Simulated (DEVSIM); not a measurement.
InP/In0.53Ga0.47As n-p heterojunction

Structure: InP/In0.53Ga0.47As n-p heterojunction, at 300 K.

```tsv
layer (left to right)	material	thickness (μm)	Nd (cm⁻³)	Na (cm⁻³)	τn (s)	τp (s)
1	InP	0.120	2.8e17	-	1.2e-9	3.6e-11
2	In0.53Ga0.47As	0.210	-	1e16	1.2e-9	1.2e-9
```

Left contact: ohmic. Right contact: ohmic. Voltage is applied to the left contact. Recombination: SRH at mid-gap, Auger. Mobility is constant in doping.

The device is made up for the run: typed textbook-type constants, with dimensions and the other settings drawn at random. Values at 300 K.

| parameter | InP | In0.53Ga0.47As |
|---|---|---|
| gap (eV) | 1.344 | 0.74 |
| affinity (eV) | 4.38 | 4.51 |
| permittivity | 12.5 | 13.9 |
| Nc (cm⁻³) | 5.7e17 | 2.1e17 |
| Nv (cm⁻³) | 1.1e19 | 7.7e18 |
| μn (cm²/Vs) | 5200 | 12000 |
| μp (cm²/Vs) | 170 | 300 |
| Cn (cm⁶/s) | 9e-31 | 5e-29 |
| Cp (cm⁶/s) | 9e-31 | 5e-29 |

DEVSIM, 1D drift-diffusion, Boltzmann statistics, complete ionisation; no tunnelling, impact ionisation, image-force lowering or self-heating. Band offsets follow the typed affinities; no thermionic-emission limit at abrupt steps, no polarisation charge.

```json
{
 "potential_step_across_the_device_at_zero_bias": "0.680 V",
 "largest_field_in_the_device_at_zero_bias": "74000 V/cm",
 "Dark forward voltage at 1 A/cm²": "0.177 V",
 "Dark forward voltage at 100 A/cm²": "0.312 V"
}
```

Dark forward current:

```json
[
 {"V (V)": "-0.05", "J (A/cm²)": "-0.010"},
 {"V (V)": "-0.10", "J (A/cm²)": "-0.067"},
 {"V (V)": "-0.15", "J (A/cm²)": "-0.40"},
 {"V (V)": "-0.20", "J (A/cm²)": "-2.3"},
 {"V (V)": "-0.25", "J (A/cm²)": "-13"},
 {"V (V)": "-0.30", "J (A/cm²)": "-68"},
 {"V (V)": "-0.35", "J (A/cm²)": "-360"},
 {"V (V)": "-0.40", "J (A/cm²)": "-1800"},
 {"V (V)": "-0.45", "J (A/cm²)": "-8200"}
]
```
